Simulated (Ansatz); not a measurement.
Base system: TlBr in the CsCl type structure (space group Pm-3m, No. 221; a = 3.915 Å). Axes: x, y, z lie along the cube axes.

Calculations: PBEsol in Ansatz (plane waves to 420 eV, PAW, spin-orbit coupling left out).

Strains are applied to the cell and any free atomic positions relax; under biaxial strain the out-of-plane vector relaxes too.

One change was made to it. Results:

The energy goes up by 5.3 meV/atom; the band gap shrinks by 0.12 eV to 1.47 eV.

Which of these changes matches the shifts?
A) biaxial strain +3.00 %, plane normal [001], relaxed out of plane
B) biaxial strain +2.50 %, plane normal [001], relaxed out of plane
C) biaxial strain −1.00 %, plane normal [001], relaxed out of plane
D) biaxial strain −0.50 %, plane normal [001], relaxed out of plane
E) biaxial strain +2.00 %, plane normal [001], relaxed out of plane

B, biaxial strain +2.50 %, plane normal [001], relaxed out of plane. For comparison, the energy relative to the base in the other runs: biaxial strain −0.50 %, plane normal [001], relaxed out of plane gives +0.2 meV/atom; biaxial strain +2.00 %, plane normal [001], relaxed out of plane gives +3.4 meV/atom; biaxial strain −1.00 %, plane normal [001], relaxed out of plane gives +0.9 meV/atom; biaxial strain +3.00 %, plane normal [001], relaxed out of plane gives +7.6 meV/atom.

Spin-orbit coupling, missing from the scalar runs, can matter with Tl. Whether these cells are dynamically stable was not tested.

Ansatz is a quantum-chemistry and plane-wave program.
